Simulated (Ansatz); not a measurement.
Band structure of Rh (Fm-3m, 1 atom in the cell).

```
Rh
1.0
    0.00000     1.88396     1.88396
    1.88396     0.00000     1.88396
    1.88396     1.88396     0.00000
Rh
1
Cartesian
  0.00000   0.00000   0.00000
```

Method: PBE, PAW files (plane waves; Ansatz, a first-principles code).

Settings: basis.ecutwfc = 420 eV; kpoints.mp_grid.grid = 15 15 15; hamiltonian.xc = pbe; hamiltonian.pseudopotentials = {kind: paw} (an earlier, softer set of the program's PAW files); scf.occupations.method = gaussian; scf.occupations.width = 0.1 eV; kpoints.band_path.npoints = 8.

The starting cell comes from a database of computed structures (which also holds hypothetical and non-ambient phases and stackings), without a prior relaxation at this level. Its lattice was rescaled by a random factor within 2.5 % of one. Spin polarisation is off.

Levels in eV from the Fermi level, bands 5 to 12:
```csv
point,5,6,7,8,9,10,11,12
Γ,-8.18,-3.24,-3.24,-3.24,-1.06,-1.06,15.76,21.23
X,-6.61,-6.23,0.55,1.02,1.02,3.29,12.61,13.42
W,-5.26,-3.98,-3.98,-1.29,1.02,9.81,9.81,11.50
K,-5.77,-4.99,-2.17,-0.75,0.37,8.05,8.76,12.32
L,-6.38,-3.32,-3.32,0.58,0.58,0.68,8.91,15.32
U,-5.77,-4.99,-2.17,-0.75,0.37,8.05,8.76,12.32
```

Bands cross the Fermi level along this path, so the cell is metallic at this level.

Keys are those of Ansatz 0.2.
